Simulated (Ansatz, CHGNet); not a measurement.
## How well does each level of theory give the lattice parameter c of NiAs-type NiSb?

Reference value: 5.148 Å (measured, temperature not stated, no zero-point or thermal correction; as tabulated in Wikipedia's data pages).

### Question
What do CHGNet-r²SCAN, LDA, PBE, PBE-D4, rVV10, r²SCAN, PBE0 give, and how far is each from the reference?

### Answer

```csv
level (code),value (Å),difference (%)
CHGNet-r²SCAN (CHGNet),5.153,+0.10
LDA (Ansatz),5.027,-2.35
PBE (Ansatz),5.158,+0.19
PBE-D4 (Ansatz),5.107,-0.80
rVV10 (Ansatz),5.208,+1.17
r²SCAN (Ansatz),5.120,-0.54
PBE0 (Ansatz),5.127,-0.41
```

The reference's temperature isn't stated, so close values are not ranked against it. Off by more than 1.75 % (a bound picked here): LDA (-2.35 %).

The measured value isn't corrected to a static lattice, so vibrations enter the comparison. A static lattice is as a rule a little smaller than the measured one. The crystal itself was run without spin with LDA, PBE, PBE-D4, rVV10, r²SCAN, PBE0. PBE0: the run has no spin polarisation, so it can have missed a magnetic state. Cutoffs and k meshes differ between the levels. Ansatz's density-functional and Hartree–Fock values are scalar-relativistic unless marked +SOC, with PAW data made under PBE.

Machine-learned potentials (CHGNet-r²SCAN) are trained on DFT data, which may include these solids.

Differences are worked out from the printed values.

Ansatz is a program for electronic structure.
